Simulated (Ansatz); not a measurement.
**As_Si (metastable 2H silicon carbide host)**

Calculation: PBE, PAW (plane waves to 420 eV; Ansatz, an electronic-structure program). The supercell holds 96 host sites (3×2×2 repeats of the unit cell), with a 2×2×2 shifted k-point sampling for the final energies. Site at the start: the Si site. Finite-size correction: monopole term and site-potential alignment. Dielectric constants: PBE linear response of the host. Host gap at this level: 2.31 eV. These values are not converged in cell size to better than tenths of an eV. Levels are measured in PBE's own, too narrow, gap. Spin–orbit coupling is left out. Each state is the lowest found from its start.

Formation energies E_f are given with the Fermi level at the valence-band maximum. Chemical conditions: Si-rich (Δμ(Si) = 0.00 eV, Δμ(As) = -0.13 eV, bounded by SiAs2 (Pbam); only phases computed here count, gases as isolated molecules at 0 K). Reference phases: As: rhombohedral As, Si: silicon.

| charge | moment (μB) | largest move off a lattice site (Å) | image correction with alignment (eV) | E_f, Si-rich (eV) |
|---|---|---|---|---|
| +1 | not spin-polarised | 0.04 | 0.29 | 1.51 |
| 0* | 1.0 | 0.12 | – | – |
| −1† | not spin-polarised | 0.45 | 0.05 | – |

* At this level the carrier isn't localised at the defect: at charge 0 electrons occupy the conduction band. Such a state is shallow or no state of the defect, and this cell gives it no level.

† Not settled in this cell, so no level is given: charge −1: carriers not clearly localised, level within 0.1 eV of a band edge or past it.

Flagged in the runs: a host whose relaxation on this sampling wasn't shown to rest, a strain field that reaches the edge of the cell.
